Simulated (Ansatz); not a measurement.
Os (P6_3/mmc), PBEsol, DFPT electron-phonon coupling, linearised Boltzmann equation in Ansatz (an electronic-structure program): Condition of this run: hydrostatic pressure 15 GPa (the target of the relaxation). phonon-limited resistivity 4.57 μΩ·cm at 300 K along z (a = (2.70, 0.00, 0.00) Å; b = (-1.35, 2.34, 0.00) Å; c = (0.00, 0.00, 4.26) Å), 6.27 μΩ·cm at 400 K, current-weighted mean free path 9.9 nm, Drude plasma energy 9.80 eV.

Task: Estimate the resistivity of a 80 nm square wire with diffuse walls from ρ ≈ ρ₀(1 + 3ℓ/4d).

Result: 1 + 0.75 × 9.9/80 = 1.09, so ρ ≈ 4.99 μΩ·cm and a line 1 μm long has 7.80 Ω. The formula is the free-electron limit for d well above ℓ; grain boundaries add to it.

Task: What is the classical skin depth at 1 GHz (nonmagnetic, μ₀ = 1.257×10⁻⁶ H/m)?

Result: δ = √(ρ/(π f μ₀)) = 3400 nm.

Task: What Drude relaxation time do resistivity and plasma energy imply?

Result: ω_p = 1.49e16 s⁻¹, so τ = 1/(ε₀ ω_p² ρ) = 11.1 fs, a damping ħ/τ of 59.0 meV.

A metal at this level (no band gap). Only scattering by harmonic phonons is included (no impurities, grain boundaries, electron-electron scattering or thermal expansion). Spin-orbit coupling is left out, which matters with elements this heavy. Halving the electron mesh (36x36x20) moves the resistivity by up to 1 % at 300 K, the mean free path by up to 1 %. Smearing 0.20 eV; phonons on a 6x6x3 q mesh, which this run doesn't test.
